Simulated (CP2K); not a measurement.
A user runs CP2K on CaMg (Pmmn, 4 atoms in the cell) and asks whether the run is sound. The aim is a self-consistent single point with DFT LDA (Pade form), GPW, DZVP-MOLOPT-SR-GTH basis, GTH-PADE potentials (GTH_POTENTIALS).

Cell that was meant: a = 3.6926 Å, b = 5.8096 Å, c = 5.9893 Å, α = 90.00°, β = 90.00°, γ = 90.00°.

Part of the input:

```
      &END MIXING
      &SMEAR ON
        METHOD GAUSSIAN
        SIGMA [eV] 2
      &END SMEAR
    &END SCF
    &KPOINTS
```

Log, with long lists cut:

```
 GLOBAL| Method name                                                        CP2K
   [... lines left out ...]
                        No outer SCF

 Extrapolation method: initial_guess

 Number of electrons:                                                         40
 Number of occupied orbitals:                                                 20
 Number of molecular orbitals:                                                28

 Number of orbital functions:                                                 46
 Number of independent orbital functions:                                     46
 SCF WAVEFUNCTION OPTIMIZATION

  Step     Update method      Time    Convergence         Total energy    Change
     1 NoMix/Diag. 0.30E+00      -     1.56623937      -200.2579128655 -2.00E+02
     2 Broy./Diag. 0.30E+00      -     0.05886340      -199.1900147624  1.07E+00
     3 Broy./Diag. 0.30E+00      -     0.23333554      -199.5543903066 -3.64E-01
     4 Broy./Diag. 0.30E+00      -     0.05462851      -200.0314923695 -4.77E-01
     5 Broy./Diag. 0.30E+00      -     0.00910840      -200.0258832598  5.61E-03
     6 Broy./Diag. 0.30E+00      -     0.00647265      -199.9221801111  1.04E-01
   [... 5 lines left out ...]
    12 Broy./Diag. 0.30E+00      -     0.00009024      -199.8685107183 -4.49E-04
    13 Broy./Diag. 0.30E+00      -     0.00000942      -199.8688363876 -3.26E-04
    14 Broy./Diag. 0.30E+00      -     0.00000649      -199.8689248166 -8.84E-05
    15 Broy./Diag. 0.30E+00      -     0.00000034      -199.8689543930 -2.96E-05
  *** SCF run converged in    15 steps ***

  Overlap energy of the core charge distribution:               0.00000000000000
  Self energy of the core charge distribution:               -412.11638441799846
  Core Hamiltonian energy:                                    114.87020250128231
  Hartree energy:                                             124.29218242862483
  Exchange-correlation energy:                                -26.70979567265664
  Smearing free energy correction:                             -0.20515923210416
  Fermi energy:                                                 0.15153642526657

  Total energy:                                              -199.86895439296543
  Total energy (extrapolated to sigma->0):                   -199.76637477691335

   [... lines left out ...]
 STRESS|                        x                   y                   z
 STRESS|      x        1.86053784236E+03  -1.56704012469E-03  -8.68387090602E-04
 STRESS|      y       -1.56704012469E-03   5.74628137686E+03   1.59493322216E-03
 STRESS|      z       -8.68387090602E-04   1.59493322216E-03  -7.08774269870E+02
 STRESS| 1/3 Trace                                             2.29934831645E+03
```

Problem. Is this run sound? If not, what is wrong?

Solution. The run is not sound. The fault is a smearing width that is far too large. A width of many tenths of an electronvolt moves electrons far across the Fermi level or the gap, and the free energy and its derivatives carry a large smearing term. To fix it, use a width small against the gap or band features. The run converged in 15 iterations without an error; against the sound input the free energy falls by 737 meV/atom, the pressure goes from -0.95 to 0.23 GPa and the largest force goes from 0.193 to 0.288 eV/Å.

An input that runs soundly differs in these lines (not the only fix; some lines may just follow from the change or write a value another way):
```diff
-        SIGMA [eV] 2
+        SIGMA [eV] 0.1
```

With that input, the run converged in 13 iterations: free energy E − TS -5435.7632 eV; Fermi level (on the code's own zero) 4.25 eV; pressure -0.95 GPa; largest force (vector length) 0.193 eV/Å (DFT LDA (Pade form), GPW, DZVP-MOLOPT-SR-GTH basis, GTH-PADE potentials (GTH_POTENTIALS)).

On the sound input: the starting cell comes from a database of computed structures (which also holds hypothetical and non-ambient phases and stackings), without a prior relaxation at this level. Values carry the incompleteness of an atom-centred basis.
